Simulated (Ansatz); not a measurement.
Start from MgTe in the wurtzite structure (space group P6_3mc, No. 186).

```cif
data_Mg2Te2
_chemical_formula_sum 'Mg2 Te2'
_space_group_name_H-M_alt 'P 1'
_space_group_IT_number 1
_cell_length_a 4.56143
_cell_length_b 4.56143
_cell_length_c 7.41192
_cell_angle_alpha 90.000
_cell_angle_beta 90.000
_cell_angle_gamma 120.000
loop_
_space_group_symop_operation_xyz
  'x, y, z'
loop_
_atom_site_label
_atom_site_type_symbol
_atom_site_fract_x
_atom_site_fract_y
_atom_site_fract_z
_atom_site_occupancy
Mg1 Mg 0.33333 0.66667 0.99959 1
Mg2 Mg 0.66667 0.33333 0.49959 1
Te1 Te 0.33333 0.66667 0.37641 1
Te2 Te 0.66667 0.33333 0.87641 1
```

All numbers come from plane-wave PAW DFT at the PBEsol level (Ansatz, a program for electronic structure, 420 eV), without spin-orbit coupling.

Before the change:

```
Item                             Value
-----------------------------  -------
Width of the top valence band  1.40 eV
```

One thing is altered: an isotropic linear strain of −3.00 %, atoms relaxed at fixed cell.

Problem. How does this affect the mean gap deformation potential ΔEg/Δln V, width of the top valence band and energy relative to the base?

Solution. The mean gap deformation potential ΔEg/Δln V is -4.6 eV; the width of the top valence band grows by 0.21 eV, from 1.40 eV to 1.61 eV; the energy rises by 33 meV/atom.

With Te present, leaving out spin-orbit coupling can change the band edges. Stability against distortions was not tested.
